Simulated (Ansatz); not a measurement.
# C, response to strain

Take C in the graphite type structure (space group P6_3/mmc, No. 194; a = 2.4581 Å, c = 6.5649 Å; layered, stacked along the Cartesian z axis) as the base. Axes: x lies along a and z along c of the hexagonal cell.

Strains are applied to the cell and any free atomic positions relax.

Computed with Kohn–Sham DFT with the PBEsol-D3(BJ) functional, run in Ansatz (a program for electronic structure) with PAW and 420 eV plane waves, scalar-relativistic without spin-orbit coupling, earlier PAW set.

Candidates:
(a) uniaxial strain ε_xx = −0.93 %
(b) uniaxial strain ε_yy = +3.42 %
(c) isotropic strain +1.20 %

Notes on the quantities. energy relative to the base: free energy F.

Q: Order them by energy relative to the base, lowest first.

A: (a) uniaxial strain ε_xx = −0.93 % (+2.6 meV/atom), (c) isotropic strain +1.20 % (+10 meV/atom), (b) uniaxial strain ε_yy = +3.42 % (+33 meV/atom)

The mesh was chosen for an insulator and is coarse for the gapless case. Stability against distortions was not tested.
